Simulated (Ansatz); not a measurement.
The parent structure is SrTiO₃ in the cubic perovskite structure (space group Pm-3m, No. 221).

```xyz
5
Lattice="3.9075 0.0000 0.0000 0.0000 3.9075 0.0000 0.0000 0.0000 3.9075" Properties=species:S:1:pos:R:3 pbc="T T T"
Sr     0.0000     0.0000     0.0000
Ti     1.9538     1.9538     1.9538
O      0.0000     1.9538     1.9538
O      1.9538     1.9538     0.0000
O      1.9538     0.0000     1.9538
```

Cartesian axes are those of the cell as printed.

All numbers come from Ansatz (a program for electronic structure) r2SCAN, no spin-orbit coupling, earlier PAW set.

Strains are applied to the cell and any free atomic positions relax; under biaxial strain the out-of-plane vector relaxes too.

One change was made to it. Results:

| quantity | base | after |
|---|---|---|
| band gap | 2.27 eV | 2.22 eV |
| smallest direct gap | 2.63 eV | 2.59 eV |
| shortest interatomic distance | 1.954 Å | 1.945 Å |
| energy relative to the base (free energy F) | 0 meV/atom | +1.6 meV/atom |

Q: What was done to the base?
A) uniaxial strain ε_yy = +3.01 %
B) uniaxial strain ε_zz = +1.08 %
C) strain tensor (xx, yy, zz, yz, xz, xy) = (+1.34, −1.70, +0.83, +0.64, −0.08, −0.89) %
D) biaxial strain +0.75 %, plane normal [001], relaxed out of plane
E) biaxial strain +2.56 %, plane normal [001], relaxed out of plane

A: D, biaxial strain +0.75 %, plane normal [001], relaxed out of plane. For comparison, the shortest interatomic distance in the other runs: strain tensor (xx, yy, zz, yz, xz, xy) = (+1.34, −1.70, +0.83, +0.64, −0.08, −0.89) % gives 1.921 Å; uniaxial strain ε_zz = +1.08 % gives 1.954 Å; biaxial strain +2.56 %, plane normal [001], relaxed out of plane gives 1.926 Å; uniaxial strain ε_yy = +3.01 % gives 1.954 Å.

No phonon test of stability was made. All final runs are without spin polarisation. Many cubic perovskites are stable only at high temperature; tilts and polar distortions were not tested.
